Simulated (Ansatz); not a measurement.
The parent structure is CdSe in the zinc blende structure (space group F-43m, No. 216; a = 6.133 Å). Axes: x, y, z lie along the cube axes.

Modification: a pure shear with ε_xy = ε_yx = 0.0114; the atoms relax in the strained cell.

Computed with Ansatz (a program for electronic structure), r2SCAN, PAW, cutoff 500 eV, no spin-orbit coupling.

### Question
Give the band edges at the high-symmetry points of the new zone, measured from its valence-band maximum.

### Answer
```json
[
 {"point": "Γ", "valence edge (eV)": "0.00", "conduction edge (eV)": "0.98"},
 {"point": "X", "valence edge (eV)": "-1.75", "conduction edge (eV)": "3.41"},
 {"point": "F₂", "valence edge (eV)": "-1.59", "conduction edge (eV)": "3.91"},
 {"point": "Σ₀", "valence edge (eV)": "-1.59", "conduction edge (eV)": "3.91"},
 {"point": "Y₀", "valence edge (eV)": "-1.44", "conduction edge (eV)": "4.21"},
 {"point": "U₀", "valence edge (eV)": "-1.44", "conduction edge (eV)": "4.21"},
 {"point": "R", "valence edge (eV)": "-0.76", "conduction edge (eV)": "2.71"},
 {"point": "W", "valence edge (eV)": "-2.17", "conduction edge (eV)": "5.37"},
 {"point": "S", "valence edge (eV)": "-0.70", "conduction edge (eV)": "2.86"},
 {"point": "T", "valence edge (eV)": "-1.84", "conduction edge (eV)": "3.46"}
]
```

The gap is 0.98 eV, direct at Γ.

Stability against distortions was not tested. Labels are those of the standard path for the cell's own space group.
